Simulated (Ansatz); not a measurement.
# The (0001) surface of hcp Re in its 1x1 cell, outermost plane spacing 2.24 Å in the ideal cut

These are r2SCAN, at the PBE geometry (plane waves to 500 eV, PAW; Ansatz, a program for electronic structure) values and carry that method's errors.

Slab: 6 atoms, 11.2 Å thick at the start; k 15x15x1, smearing 0.1 eV, dipole-corrected; single point; on the structure that PBE left under its start's symmetry; no spin, no spin-orbit, no U.

* **surface energy (mean of both faces)**: 2.77 J/m^2
* **work function of the top face**: 4.95 eV
* **cost**: roughly 40 core-seconds
